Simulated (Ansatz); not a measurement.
Base system: WC (space group P-6m2, No. 187; a = 2.898 Å, c = 2.828 Å). Axes: x lies along a and z along c of the hexagonal cell.

Calculations: Kohn–Sham DFT with the PBEsol functional, run in Ansatz (an electronic-structure program) with PAW and 420 eV plane waves, scalar-relativistic without spin-orbit coupling.

Strains are applied to the cell and any free atomic positions relax.

One change was made to it. Results:

The energy grows by 13 meV/atom; the pressure (mean of the normal stresses, compression positive) goes from zero to 5.8 GPa; the shortest interatomic distance decreases by 0.044 bohr, from 4.140 bohr to 4.096 bohr.

### Question
Name the change that was made.
A) isotropic strain −2.92 %
B) strain tensor (xx, yy, zz, yz, xz, xy) = (+0.40, +1.19, −1.42, +1.51, −0.97, +0.84) %
C) uniaxial strain ε_xx = −2.22 %
D) strain tensor (xx, yy, zz, yz, xz, xy) = (+1.00, −2.23, −0.12, −0.15, −0.63, +0.37) %

### Answer
D, strain tensor (xx, yy, zz, yz, xz, xy) = (+1.00, −2.23, −0.12, −0.15, −0.63, +0.37) %. For comparison, the pressure in the other runs: strain tensor (xx, yy, zz, yz, xz, xy) = (+0.40, +1.19, −1.42, +1.51, −0.97, +0.84) % gives 1.1 GPa; uniaxial strain ε_xx = −2.22 % gives 9.2 GPa; isotropic strain −2.92 % gives 43.9 GPa.

Without a gap, meshes like the base's 18×18×16 leave anisotropic stresses uncertain by several tenths of a GPa, and small strain energies with them. No phonon test of stability was made. All final runs are without spin polarisation.
